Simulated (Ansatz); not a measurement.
Base system: YRu$_{3}$Si$_{2}$ (space group P6/mmm, No. 191; a cell from a computed database, its experimental status unchecked).

Space group P6/mmm (No. 191); a = b = 5.4923 Å, c = 3.6102 Å, α = β = 90.00°, γ = 120.00°

| atom | site | symmetry | x | y | z |
|---|---|---|---|---|---|
| Y | 1a | 6/mmm | 0.0000 | 0.0000 | 0.0000 |
| Si | 2c | -6m2 | 0.3333 | 0.6667 | 0.0000 |
| Ru | 3g | mmm | 0.5000 | 0.5000 | 0.5000 |

Method: PBEsol in Ansatz (plane waves to 420 eV, PAW, no spin-orbit coupling).

Before the change:

The c/a ratio is 0.657. The lattice parameter a comes out as 5.492 Å.

Perturbation: cell and atoms relaxed at a pressure of 5 GPa.

### Question
What happens to the c/a ratio?

### Answer
The c/a ratio goes up by 0.0023 (0.657 → 0.660).

### Question
Estimate the effect on the lattice parameter a.

### Answer
The lattice parameter a decreases by 0.0498 Å, from 5.492 Å to 5.443 Å.

Load acts through the strain it causes; cell and atoms are relaxed under it. Stability against distortions was not tested. Competing high-pressure phases were not computed. The final runs are not spin-polarised. An odd electron count without spin: YRu3Si2.

Ansatz is a program for electronic structure.
